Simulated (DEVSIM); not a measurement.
Device: Si p-n junction from an implanted or diffused profile, at 300 K.

```csv
layer (left to right),material,thickness (μm),Nd (cm⁻³),τn (s),τp (s)
1,Si,20.0,6.1e16,4e-6,4e-6
```

Added acceptor profile: 2.3e18 cm⁻³ × exp(−(x − 0.061 μm)²/(2·(0.087 μm)²)). Left contact: ohmic. Right contact: ohmic. Voltage is applied to the left contact. Recombination: SRH at mid-gap. Mobility is μmin + (μ − μmin)/(1 + (N/Nref)^α).

Constants are typed, rounded textbook-type inputs, not results; the design itself was drawn at random and stands for no fabricated device. Values at 300 K.

```csv
parameter,Si
gap (eV),1.124
affinity (eV),4.05
permittivity,11.7
Nc (cm⁻³),2.86e19
Nv (cm⁻³),3.1e19
μn (cm²/Vs),1417
μp (cm²/Vs),470
"μn,min",52
"μp,min",45
"Nref,n",9.7e16
"Nref,p",2.2e17
αn,0.68
αp,0.72
```

Simulated with DEVSIM: 1D drift-diffusion, Boltzmann statistics, complete ionisation; no tunnelling, impact ionisation, image-force lowering or self-heating.

**Question.** Tabulate band edges, carrier densities and field at zero bias.

**Answer.** Energies count from the Fermi level of the right contact; mesh points crowd at the junctions.

```tsv
x (μm)	Ec (eV)	Ev (eV)	n (cm⁻³)	p (cm⁻³)	field (V/cm)
0.000	1.050	-0.074	< 1e2	1.7e18	2000
0.02143	1.053	-0.071	< 1e2	2.0e18	1400
0.04893	1.056	-0.068	< 1e2	2.2e18	420
0.08419	1.055	-0.069	< 1e2	2.2e18	-820
0.1462	1.043	-0.081	< 1e2	1.4e18	-3000
0.2054	1.018	-0.106	230	5.1e17	-5700
0.2715	0.847	-0.277	170000	6.8e14	-65000
0.3568	0.287	-0.837	4.3e14	270000	-42000
0.4229	0.165	-0.959	4.9e16	2400	-3200
0.4949	0.159	-0.965	6.1e16	1900	-49
0.6470	0.159	-0.965	6.1e16	1900	≈ 0
1.166	0.159	-0.965	6.1e16	1900	≈ 0
2.150	0.159	-0.965	6.1e16	1900	≈ 0
4.354	0.159	-0.965	6.1e16	1900	≈ 0
11.51	0.159	-0.965	6.1e16	1900	≈ 0
16.09	0.159	-0.965	6.1e16	1900	≈ 0
18.21	0.159	-0.965	6.1e16	1900	≈ 0
19.19	0.159	-0.965	6.1e16	1900	≈ 0
19.72	0.159	-0.965	6.1e16	1900	≈ 0
19.89	0.159	-0.965	6.1e16	1900	≈ 0
19.96	0.159	-0.965	6.1e16	1900	≈ 0
20.00	0.159	-0.965	6.1e16	1900	≈ 0
```
